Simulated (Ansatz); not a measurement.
Consider Cd (space group R-3m, No. 166; a = 3.190 Å, c = 7.161 Å (hexagonal axes); a cell from a computed database, its experimental status unchecked; relaxed with 0.1 eV smearing). Axes: x lies along a and z along c of the hexagonal cell.

It is then changed as follows: the cell is compressed by 4.41 % along z with no lateral relaxation; the atoms relax in the strained cell.

Levels (all Ansatz, a quantum-chemistry and plane-wave program, PAW): PBEsol (420 eV, no spin-orbit coupling); PBEsol+SOC (420 eV, spin-orbit coupling included).

The geometry is relaxed with PBEsol.

| Quantity | Result |
|---|---|
| PBEsol pressure | 3.8 GPa |

Predict the pressure from PBEsol+SOC.

The pressure falls by 0.2 GPa, from 3.8 GPa to 3.6 GPa.

Single points use the geometry relaxed with PBEsol. Differences between runs with and without spin-orbit coupling are approximate. Whether these cells are dynamically stable was not tested. This is not the structure that Cd has at room temperature and ambient pressure.
